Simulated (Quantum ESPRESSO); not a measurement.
Refining one setting for LaB6 (Pm-3m, 7 atoms in the cell)

```
LaB6
1.0
    4.09281     0.00000     0.00000
    0.00000     4.09281     0.00000
    0.00000     0.00000     4.09281
La B
1 6
Direct
  0.00000   0.00000   0.00000
  0.80012   0.50000   0.50000
  0.19988   0.50000   0.50000
  0.50000   0.80012   0.50000
  0.50000   0.19988   0.50000
  0.50000   0.50000   0.80012
  0.50000   0.50000   0.19988
```

Method: PBEsol, PseudoDojo standard norm-conserving (PBESOL) pseudopotentials (plane waves; Quantum ESPRESSO).

The starting cell comes from a database of computed structures (which also holds hypothetical and non-ambient phases and stackings), without a prior relaxation at this level. Its lattice was rescaled by a random factor within 2.5 % of one. In the base run, with a pressure of about 6 GPa the cell is away from its equilibrium volume at this level.

Held fixed: occupations = smearing; smearing = marzari-vanderbilt; degauss = 0.019992 Ry; potentials = {La: La.upf, B: B.upf}; K_POINTS = automatic 6 6 6 0 0 0; conv_thr = 1e-10 Ry.

ΔF is the free energy per atom less that of the last row (220 Ry).

| ecutwfc | ΔF (meV/atom) | pressure (GPa) | largest force (eV/Å) | plane waves | iterations |
|---|---|---|---|---|---|
| 44 Ry | 125.8 | 2.37 | 0.146 | 2301 | 11 |
| 55 Ry | 51.8 | 3.55 | 0.183 | 3218 | 10 |
| 66 Ry | 19.5 | 4.20 | 0.169 | 4224 | 12 |
| 77 Ry | 5.3 | 5.00 | 0.184 | 5315 | 12 |
| 88 Ry | 1.25 | 5.51 | 0.185 | 6488 | 13 |
| 99 Ry | 0.62 | 5.62 | 0.185 | 7809 | 12 |
| 110 Ry | 0.48 | 5.63 | 0.185 | 9076 | 13 |
| 126 Ry | 0.41 | 5.64 | 0.185 | 11152 | 12 |
| 143 Ry | 0.33 | 5.63 | 0.185 | 13448 | 12 |
| 165 Ry | 0.17 | 5.63 | 0.185 | 16663 | 12 |
| 192 Ry | 0.08 | 5.64 | 0.185 | 20840 | 13 |
| 220 Ry | 0.00 | 5.63 | 0.185 | 25576 | 12 |

Largest force within 0.01 eV/Å of the last row: from ecutwfc = 77 Ry on; the one before it is off by 0.016 eV/Å. The value it settles on is 0.185 eV/Å at this level of theory and with the other settings as held.

Pressure within 0.05 GPa of the last row: from ecutwfc = 99 Ry on; the one before it is off by 0.12 GPa. The value it settles on is 5.63 GPa at this level of theory and with the other settings as held.
